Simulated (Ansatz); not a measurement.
System: zinc-blende NaF (model structure). Method: r²SCAN in Ansatz (plane waves, PAW).

Numerical settings: plane-wave cutoff 500 eV, 10×10×10 k mesh, gaussian smearing 0.02 eV, scalar-relativistic PAW data made under PBE.

Cell (relaxed at this level):

```cif
data_FNa
_chemical_formula_sum 'Na1 F1'
_space_group_name_H-M_alt 'P 1'
_space_group_IT_number 1
_cell_length_a 3.58077
_cell_length_b 3.58077
_cell_length_c 3.58077
_cell_angle_alpha 60.000
_cell_angle_beta 60.000
_cell_angle_gamma 60.000
loop_
_space_group_symop_operation_xyz
  'x, y, z'
loop_
_atom_site_label
_atom_site_type_symbol
_atom_site_fract_x
_atom_site_fract_y
_atom_site_fract_z
_atom_site_occupancy
Na1 Na 0.00000 0.00000 0.00000 1
F1 F 0.25000 0.25000 0.25000 1
```

Problem. Give the computed band gap.

Solution. 
band gap: 6.25 eV (on the SCF k mesh)

Note: the relaxation could raise the start's symmetry but not lower it, so the cell can be a saddle point.

Computed values are for the static lattice.

Cost on a shared machine: around 9 core-seconds (rough).

A model structure was made by putting elements into a prototype or built by hand; it is no filed structure, need not be a known phase, and can be a saddle point held by its symmetry.

Ansatz is a quantum-chemistry and plane-wave program.
